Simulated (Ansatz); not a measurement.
Input and output of a self-consistent single point for SrLaMnO₄ (I4mm, 7 atoms in the cell) (Ansatz, a first-principles code).

Level of theory: PBEsol+U, PAW files made with PBE (plane waves; Ansatz).

```
SrLaMnO4
1.0
   -1.94487     1.94487     6.43341
    1.94487    -1.94487     6.43341
    1.94487     1.94487    -6.43341
Sr La Mn O
1 1 1 4
Direct
  0.64320   0.64320   0.00000
  0.35656   0.35656   0.00000
  0.00283   0.00283   0.00000
  0.99443   0.49443   0.50000
  0.49443   0.99443   0.50000
  0.83219   0.83219   0.00000
  0.17636   0.17636   0.00000
```
Moments meant for the start (each program seeds them in its own way; μB, in the order of the atoms Sr La Mn O O O O): 0.0 0.0 4.0 0.0 0.0 0.0 0.0.

Reference input (self-consistent single point, DFT, PBEsol+U, plane waves, PAW files made with PBE): kpoints.mp_grid.grid = 7 7 7; hamiltonian.xc = pbesol; hamiltonian.pseudopotentials = {kind: paw} (the program's default PAW files); hamiltonian.hubbard.sites = [{species: Mn, l: d, u_eff: 3.9}] eV; hamiltonian.hubbard.projectors = ortho-atomic; magnetization.spin_polarized = true; scf.occupations.method = fermi_dirac; scf.occupations.width = 0.1 eV. This run's input differs from it in these lines:

Ansatz 0.2 input:
```diff
@@ -14,3 +14,3 @@
 kpoints:
-  mp_grid: { grid: [7, 7, 7] }
+  mp_grid: { grid: [8, 8, 8] }
 hamiltonian:
```

Output, abridged:

```
SCF iter   1: F=—  HF=-15774.134222 eV  |F-HF|=—  |Δ(HF+E_count)|=         —  Δρ=6.73e-2 (↑6.73e-2 ↓4.53e-2)  dr2=9.41e0  dr2_m=3.91e-1  M=4.000 μB ∫|m|=4.351 μB  β_m=1.00  ethr=3.10e-3  ⟨swp⟩=8.1  Hψ=20608  notcnv=0
all-band conjugate gradients solve this SCF's bands
preconditioner: auto → Kerker (q_TF=auto, 2.517 Å⁻¹)
spin=Collinear: Kerker preconditioning applied to the charge; magnetization (m = ρ↑ − ρ↓) channel mixes plain (no charge-response kernel on spin).
   [... lines left out ...]
iter 17 met the thresholds in force, and the SCF goes on: an eigenvalue changes by 1.04 meV, over its tolerance of 0.50 meV (output.eigenvalues, Limitations)
SCF iter  17: F=-15772.789210 eV  HF=-15772.789210 eV  |F-HF|=3.73e-8  |Δ(HF+E_count)|=   7.44e-8  Δρ=6.36e-6 (↑6.36e-6 ↓2.60e-6)  dr2=6.20e-8  dr2_m=4.17e-9  M=4.000 μB ∫|m|=4.312 μB  β_m=0.93  ethr=1.67e-10  ⟨swp⟩=9.8  Hψ=25296  notcnv=0
SCF iter  18: F=-15772.789210 eV  HF=-15772.789210 eV  |F-HF|=3.57e-9  |Δ(HF+E_count)|=   1.39e-9  Δρ=1.44e-6 (↑1.44e-6 ↓1.18e-6)  dr2=6.04e-9  dr2_m=2.11e-10  M=4.000 μB ∫|m|=4.313 μB  ethr=1.03e-10  ⟨swp⟩=2.7  Hψ=16514  notcnv=0
SCF 1 converged in 18 iterations: F = -15772.789210 eV  dr2 = 6.04e-9
the last iteration of the SCF fills more bands at one k-point than at another: 31 at σ=↑ k=3 and 33 at σ=↑ k=0 …
an eigenvalue changed by more than its tolerance at an iteration that met the thresholds in force, so the SCF went on 1 time …
Magnetization: 4.0000 μB (32.0000 up, 28.0000 down)
Absolute magnetization: 4.3325 μB (∫|ρ↑−ρ↓|, with the PAW one-centre terms)
Spin contamination: 0.1371 ħ² per cell (⟨S²⟩ above its minimum at these occupations)
   [... lines left out ...]
Free energy (F): -15772.789210 eV
Fermi energy:    10.926948 eV
   [... lines left out ...]
--- Stress (GPa, compression-positive) ---
       -5.502183       0.000000       0.000000
        0.000000      -5.502183       0.000000
       -0.000000       0.000000      -6.007414
  P = ⅓ Tr σ = -5.6706 GPa (-56.706 kbar)
  The stress holds the Pulay correction. Without it, at fixed plane waves, as pw.x and ABINIT print it: P = -6.0455 GPa
Occupation matrices written to occupation_matrices
```

The run converged in 18 iterations. 

The starting cell comes from a database of computed structures (which also holds hypothetical and non-ambient phases and stackings), without a prior relaxation at this level. With one magnetic atom in the cell only a parallel order is possible. With U or open f shells several self-consistent states can exist. With a pressure of about -6 GPa the cell is away from its equilibrium volume at this level. Ansatz's pressure includes its estimate of the finite-basis (Pulay) stress.

These are the values that this program gave, and no reference: magnets with a U can end in a higher state.

Cost on one core of a shared machine: roughly 2 min.
